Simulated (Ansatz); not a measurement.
Response to strain in CdS

Take CdS in the wurtzite structure (space group P6_3mc, No. 186; a = 4.124 Å, c = 6.708 Å) as the base.

Strains are applied to the cell and any free atomic positions relax.

Calculations: PBEsol in Ansatz (plane waves to 420 eV, PAW, no SOC).

Notes on the quantities. energy relative to the base: free energy F.

```
case                      band gap  shortest interatomic distance  energy relative to the base
------------------------  --------  -----------------------------  ---------------------------
base                       1.09 eV                        2.521 Å                   0 meV/atom
isotropic strain +0.60 %   1.05 eV                        2.536 Å                +1.5 meV/atom
isotropic strain +1.20 %   1.01 eV                        2.551 Å                +5.9 meV/atom
isotropic strain +1.80 %   0.98 eV                        2.566 Å                 +13 meV/atom
isotropic strain +2.40 %   0.94 eV                        2.581 Å                 +22 meV/atom
isotropic strain +3.00 %   0.90 eV                        2.596 Å                 +34 meV/atom
```

Stability against distortions was not tested.

Ansatz is a program for electronic structure.
